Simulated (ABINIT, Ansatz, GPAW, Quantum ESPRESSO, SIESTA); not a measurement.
**Code comparison for Na3Ga (Pm-3m, 4 atoms in the cell)**

Self-consistent single point.

```xyz
4
Lattice="4.9416 0.0000 0.0000 0.0000 4.9416 0.0000 0.0000 0.0000 4.9416" Properties=species:S:1:pos:R:3 pbc="T T T"
Na     2.4708     0.0000     2.4708
Na     0.0000     2.4708     2.4708
Na     2.4708     2.4708     0.0000
Ga     0.0000     0.0000     0.0000
```

Shared settings, as Ansatz (a first-principles code) writes them: kpoints.mp_grid.grid = 5 5 5; scf.occupations.method = fermi_dirac; scf.occupations.width = 0.136 eV. Potentials and cutoffs stand in the table.

| code | model | pressure (GPa) | cutoff |
|---|---|---|---|
| Quantum ESPRESSO | LDA (PZ), GBRV 1.5 ultrasoft (LDA) pseudopotentials | -2.08 | 50 Ry |
| SIESTA | LDA PW92, numerical atomic orbitals DZP, PseudoDojo LDA standard norm-conserving potentials (rewritten from UPF to PSML) | -1.94 | grid 350 Ry |
| ABINIT | LDA (PW92), norm-conserving pseudopotentials (PseudoDojo nc-sr-04 LDA standard) | -2.00 | 1197 eV |
| Ansatz | LDA (PW92), PAW files made with PBE | -2.01 | 420 eV |
| GPAW | LDA (Perdew-Wang 92), GPAW PAW datasets LDA (gpaw-data 1.0.1) | -1.96 | 800 eV |

The spread over the programs that give each value: pressure within 0.14 GPa.

SIESTA uses small atom-centred bases, whose incompleteness enters pressures, forces and empty levels differently from a plane-wave cutoff. Ansatz's pressure is given at a fixed set of plane waves, as the other plane-wave codes print theirs. The same LDA comes in different parametrisations, which differ slightly.

On the base mesh (9 9 9) the same programs gave: Ansatz pressure -2.10 GPa; Quantum ESPRESSO pressure -2.18 GPa; ABINIT pressure -2.09 GPa; GPAW pressure -2.06 GPa; SIESTA pressure -2.04 GPa.

The starting cell comes from a database of computed structures (which also holds hypothetical and non-ambient phases and stackings), without a prior relaxation at this level. Its lattice was rescaled by a random factor within 2.5 % of one.

Left out of this page: CP2K (on another mesh); FLEUR (not drawn, or without a comparable value).

Keys are those of Ansatz 0.2.
